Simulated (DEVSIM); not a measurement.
Device: illuminated Si p-on-n cell, one wavelength, with a back-surface field, at 300 K.

Layer 1 from the left is Si, thickness (μm) 0.0630, Na (cm⁻³) 2.7e18, τn (s) 3.4e-8, τp (s) 2.3e-7, absorption coefficient (cm⁻¹) 660. Layer 2 from the left is Si, thickness (μm) 49.0, Nd (cm⁻³) 1.4e17, τn (s) 1.3e-6, τp (s) 1.3e-6, absorption coefficient (cm⁻¹) 660. Layer 3 from the left is Si, thickness (μm) 0.260, Nd (cm⁻³) 1.9e18, τn (s) 1.3e-6, τp (s) 1.3e-6, absorption coefficient (cm⁻¹) 660.

Left contact: ohmic, minority electron recombination velocity 2000 cm/s. Right contact: ohmic, minority hole recombination velocity 2e5 cm/s. Voltage is applied to the left contact. Recombination: SRH at mid-gap, radiative, Auger. Gap narrowing is on: ΔEg = 6.92 meV × (l + √(l² + 0.5)), l = ln(N/1.3e17 cm⁻³), shared equally by both band edges. Light enters at the left, 2.2e16 photons cm⁻² s⁻¹, one pass, no reflection. Mobility is μmin + (μ − μmin)/(1 + (N/Nref)^α).

This is a model device: material constants are rounded textbook-type values typed into the input, and sizes, dopings and lifetimes were drawn at random. Values at 300 K.

Si: gap (eV) 1.124, affinity (eV) 4.05, permittivity 11.7, Nc (cm⁻³) 2.86e19, Nv (cm⁻³) 3.1e19, μn (cm²/Vs) 1417, μp (cm²/Vs) 470, μn,min 52, μp,min 45, Nref,n 9.7e16, Nref,p 2.2e17, αn 0.68, αp 0.72, B (cm³/s) 4.7e-15, Cn (cm⁶/s) 2.8e-31, Cp (cm⁶/s) 9.9e-32.

DEVSIM, 1D drift-diffusion, Boltzmann statistics, complete ionisation; no tunnelling, impact ionisation, image-force lowering or self-heating.

Dark forward current:

```csv
|V| (V),|J| (A/cm²)
0.05,8.737e-10
0.10,3.089e-9
0.15,9.153e-9
0.20,2.639e-8
0.25,7.807e-8
0.30,2.498e-7
0.35,9.243e-7
0.40,4.164e-6
0.45,2.259e-5
0.50,0.0001388
0.55,0.0009101
0.60,0.006152
0.65,0.04211
0.70,0.2888
0.75,1.941
0.80,11.66
0.85,53.61
0.90,187.2
0.95,522.5
1.00,1181
1.05,2224
```

Work out the local ideality factor n = ΔV / (kT/q · ln(J2/J1)) between the rows 0.15 and 0.20 V, 0.65 and 0.70 V, 1.00 and 1.05 V.

kT/q = 25.85 mV. From 0.15 to 0.20 V: ln(2.639e-8/9.153e-9) = 1.059, n = 1.83. From 0.65 to 0.70 V: ln(0.2888/0.04211) = 1.925, n = 1.00, near the 1 of diffusion or emission over a barrier. From 1.00 to 1.05 V: ln(2224/1181) = 0.633, n = 3.06.

What current could the absorbed light give at most, and what share is collected?

Σ αd = 3.26, so qΦ(1 − exp(−Σ αd)) = 3.39 mA/cm². The simulated short-circuit current is 2.254 mA/cm², a share of 0.67.

Estimate the open-circuit voltage by superposition: the voltage at which the dark current equals that short-circuit current.

Interpolating ln J in the table gives 0.574 V. The simulation gives 0.574 V, the same within the digits that matter. Superposition holds where collection doesn't change with voltage.

Estimate the fill factor from FF0 = (v − ln(v + 0.72))/(v + 1), v = qVoc/(nkT), with n from the dark curve.

The rows about Voc, 0.55 and 0.60 V, give n = 1.01, so v = 21.9 and FF0 = 0.820. The simulation gives 0.819, the same within the digits that matter.
